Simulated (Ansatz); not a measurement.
Effective masses and thermopower of monolayer SnS2

Here is the system:

```
SnS2
1.0
    3.59034     0.00000     0.00000
   -1.79517     3.10933     0.00000
    0.00000     0.00000    18.93629
Sn S
1 2
Direct
  0.00000   0.00000   0.50000
  0.33333   0.66667   0.58007
  0.66667   0.33333   0.41993
```

Level of theory: PBE, rigid bands (plane waves, PAW, scalar-relativistic; Ansatz, a quantum-chemistry and plane-wave program). Condition of this run: biaxial strain -3 %. How the cell was made: cell and atoms relaxed with PBE, then loaded as said.

| Property | Result |
|---|---|
| band gap | 1.48 eV |
| electron conductivity mass (300 K, dilute) | 0.39 mₑ |
| hole conductivity mass (300 K, dilute) | 0.57 mₑ |
| effective density of states N_c (300 K) | 1.4e13 cm⁻² |
| effective density of states N_v (300 K) | 4.9e13 cm⁻² |
| Seebeck coefficient, n-type 1.9e12 cm⁻², 300 K | -344 μV/K |
| Seebeck coefficient, p-type 1.9e12 cm⁻², 300 K | 435 μV/K |

Rigid bands; masses and Seebeck coefficients take one relaxation time τ for all states and one kind of carrier; polarons and phonon drag are left out. Spin-orbit coupling is left out; where it splits the top of the valence band, N_v and the p-type Seebeck coefficient come out somewhat high without it.
